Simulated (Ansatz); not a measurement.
Short convergence ladders for La₂PBr₂ (P3m1, 5 atoms in the cell)

```
CELL_PARAMETERS angstrom
      4.24820     0.00000     0.00000
     -2.12410     3.67905     0.00000
      0.00000     0.00000    10.15232
ATOMIC_POSITIONS crystal
  La 0.33333 0.66667 0.84427
  La 0.66667 0.33333 0.16066
  P  0.00000 0.00000 0.00000
  Br 0.66667 0.33333 0.65640
  Br 0.33333 0.66667 0.34360
```

Base method: PBEsol, default PAW files made with PBE (plane waves; Ansatz, an electronic-structure program).

Base settings: basis.ecutwfc = 420 eV; kpoints.mp_grid.grid = 7 7 2; hamiltonian.xc = pbesol; hamiltonian.pseudopotentials = {kind: paw} (the program's default PAW files); scf.occupations.method = gaussian; scf.occupations.width = 0.1 eV.

The count of work is k-points × plane waves × bands × iterations; it is no time. Core times come from one kind of shared machine, to one figure; runs under 30 s give none.

**The cutoff for other potential files**

Level: DFT, PBEsol, plane waves, harder PAW files (source: ansatz) made with PBE.

In this ladder: hamiltonian.pseudopotentials = {kind: paw, source: ansatz}.

The second cell is the first with its lattice scaled by 0.98.

The mesh stays at the base's, so the ladder's end is converged at best in this setting alone.

The first pressure column holds Ansatz's estimate of the finite-basis (Pulay) stress, which hides part of the cutoff error; the other is without it.

Only quantities that move along the ladder and can be compared are tabulated.

| basis.ecutwfc | free energy less the last step's (meV/atom) | energy of the compressed cell less the first (meV/atom) | pressure (GPa) | pressure without the Pulay estimate (GPa) | largest difference of a force vector from the last step's (eV/Å) | count of work / last | core time / last (rough) |
|---|---|---|---|---|---|---|---|
| 305 eV | 1557.77 | 5.28 | -1.17 | -41.80 | 0.016 | 0.091 | – |
| 375 eV | 240.67 | 7.63 | -1.04 | -9.70 | 0.006 | 0.15 | – |
| 475 eV | 9.29 | 8.47 | -0.97 | -1.53 | 0.000 | 0.22 | – |
| 580 eV | 0.19 | 8.58 | -0.97 | -0.98 | 0.000 | 0.30 | 0.3 |
| 680 eV | 0.11 | 8.58 | -0.97 | -0.97 | 0.000 | 0.35 | – |
| 815 eV | 0.06 | 8.57 | -0.97 | -0.97 | 0.000 | 0.46 | 0.4 |
| 1020 eV | 0.02 | 8.57 | -0.97 | -0.97 | 0.000 | 0.74 | 0.9 |
| 1360 eV | 0.00 | 8.57 | -0.97 | -0.97 | 0.000 | 1.0 | 1 |

Coarsest basis.ecutwfc that holds the energy of the compressed cell less the first within 0.5 meV/atom of the last step, with all finer ones: 475 eV, at 0.22 of the last step's count of work; the step before is off by 0.95 meV/atom.

Coarsest basis.ecutwfc that holds the pressure without the Pulay estimate within 0.2 GPa of the last step, with all finer ones: 580 eV, at 0.30 of the last step's count of work and about 0.3 of the last step's time; the step before is off by 0.56 GPa.

Coarsest basis.ecutwfc that holds the forces within 0.01 eV/Å of the last step, with all finer ones: 375 eV, at 0.15 of the last step's count of work; the step before is off by 0.016 eV/Å.

The energy difference between the two cells stays within 1 meV/atom of the last step's from 375 eV on, the total only from 580 eV on: much of the error is common to both cells and cancels.

At the lowest cutoff the pressure without the Pulay estimate lies 40.8 GPa under the last step's, the usual sign of Pulay stress in an incomplete plane-wave basis.

**The relaxed cell against the cutoff**

On La2PBr2 (P-3m1, 5 atoms in the cell): atoms on their sites.

In this ladder: relax = cell and atoms.

The mesh stays at the base's, so the ladder's end is converged at best in this setting alone.

Only quantities that move along the ladder and can be compared are tabulated.

```tsv
basis.ecutwfc	relaxed volume (Å³/atom)	relaxation steps	core time / last (rough)
210 eV	31.730	20	0.3
250 eV	31.419	10	0.3
295 eV	31.434	9	–
355 eV	31.485	6	–
420 eV	31.472	6	0.3
505 eV	31.531	7	0.4
630 eV	31.532	7	0.7
840 eV	31.531	7	1
```

Coarsest basis.ecutwfc that holds the relaxed volume within 0.158 Å³/atom of the last step, with all finer ones: 250 eV, at about 0.3 of the last step's time; the step before is off by 0.20 Å³/atom.

At the lowest cutoff the cell relaxes to a volume 0.6 % larger than at the highest. Ansatz relaxes on a stress corrected for the finite basis.

On the base run: the starting cell comes from a database of computed structures (which also holds hypothetical and non-ambient phases and stackings), without a prior relaxation at this level. Its lattice was rescaled by up to half a per cent. One atom was moved a little off its site on purpose.

Keys are those of Ansatz 0.2.
